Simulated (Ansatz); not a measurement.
The starting structures come from a database of crystals and need not be the phases stable at ambient conditions.

 Where the default PAW files enter, the runs use the earlier of Ansatz's two default sets.

Inside the gap of an insulator the Bloch states are evanescent, with a wavenumber k + iκ along the transport direction.

Input:

```yaml
crystal:
  lattice:
    - [6.35894, 0.00000, 0.00000]
    - [-3.17947, 5.50700, 0.00000]
    - [3.17947, 1.83567, 5.19205]
  atoms:
    - { symbol: Cs, position: [0.50000, 0.25000, 0.25000] }
    - { symbol: Cs, position: [0.50000, 0.75000, 0.75000] }
    - { symbol: Na, position: [0.00000, 0.50000, 0.50000] }
    - { symbol: Sc, position: [0.00000, 0.00000, 0.00000] }
    - { symbol: F, position: [0.00000, 0.77144, 0.22856] }
    - { symbol: F, position: [0.00000, 0.22856, 0.77144] }
    - { symbol: F, position: [0.00000, 0.22856, 0.22856] }
    - { symbol: F, position: [0.00000, 0.77144, 0.77144] }
    - { symbol: F, position: [0.54288, 0.77144, 0.22856] }
    - { symbol: F, position: [0.45712, 0.22856, 0.77144] }
```

Space group of this cell: Fm-3m. The cell is taken as given; by r2SCAN its mean pressure is -2.4 GPa.

Transport runs along the normal of the first two printed cell vectors, the (111) plane of the conventional cell.

No gap correction and no spin-orbit coupling; mid-gap values are interpolated between computed energies.

Problem. Compute, with Ansatz (an electronic-structure program) with r2SCAN, the band gap and the smallest decay constant κ at mid-gap.

Solution. Gap 7.49 eV on a 8×8×8 mesh; κ = 0.521 1/Å, at the zone centre.
